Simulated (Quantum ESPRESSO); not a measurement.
## A series of runs on SrSeO4 (P1, 24 atoms in the cell)

```
SrSeO4
1.0
    6.87878     0.00000     0.00000
    0.00000     7.36068     0.00000
   -5.23664     0.00000     6.91913
Sr Se O
4 4 16
Direct
  0.17510   0.65549   0.28138
  0.81955   0.34663   0.72789
  0.82632   0.15093   0.21290
  0.16327   0.84537   0.78096
  0.68637   0.66428   0.29678
  0.30295   0.32862   0.69504
  0.31206   0.16645   0.19961
  0.69632   0.84102   0.81577
  0.40900   0.71327   0.11467
  0.60003   0.28448   0.87864
  0.59889   0.21800   0.38017
  0.39338   0.78660   0.61678
  0.68367   0.60828   0.48871
  0.32263   0.39255   0.51424
  0.33105   0.10694   0.01890
  0.68012   0.88923   0.98906
  0.80944   0.99938   0.75696
  0.19007   0.00730   0.24387
  0.18858   0.49575   0.75125
  0.80848   0.49899   0.24350
  0.87767   0.66176   0.88087
  0.11730   0.34454   0.11847
  0.12074   0.16243   0.60879
  0.88701   0.83171   0.38479
```

Base run A: Quantum ESPRESSO with LDA (PZ), GBRV 1.5 ultrasoft (LDA) pseudopotentials, self-consistent single point.

Its settings: ecutwfc = 40 Ry; ecutrho = 200 Ry; occupations = smearing; smearing = gaussian; degauss = 0.000734986 Ry; potentials = {Sr: sr_lda_v1.uspp.F.UPF, Se: se_lda_v1.uspp.F.UPF, O: o_lda_v1.2.uspp.F.UPF}; K_POINTS = automatic 3 3 3 0 0 0; conv_thr = 1e-08 Ry.

The starting cell comes from a database of computed structures (which also holds hypothetical and non-ambient phases and stackings), without a prior relaxation at this level. Its atoms were displaced at random from the sites of space group no. 14. In the base run, with a pressure of about -5 GPa the cell is away from its equilibrium volume at this level. In the base run, forces exceed 1 eV/Å.

ΔF is the free energy per atom less that of run A. 

| run | mixing_beta | ΔF (meV/atom) | pressure (GPa) | largest force (eV/Å) | gap on the mesh (eV) | iterations |
|---|---|---|---|---|---|---|
| A | default | 0.00 | -5.06 | 5.313 | 3.252 | 13 |
| B | 0.05 | 0.00 | -5.06 | 5.313 | 3.252 | 22 |
| C | 0.1 | 0.00 | -5.06 | 5.313 | 3.252 | 16 |
| D | 0.2 | 0.00 | -5.06 | 5.313 | 3.252 | 13 |

Runs B, C, D ended on the same solution as A (within 1 meV/atom). The fewest iterations to that state were 13 (A, D); the most were 22.
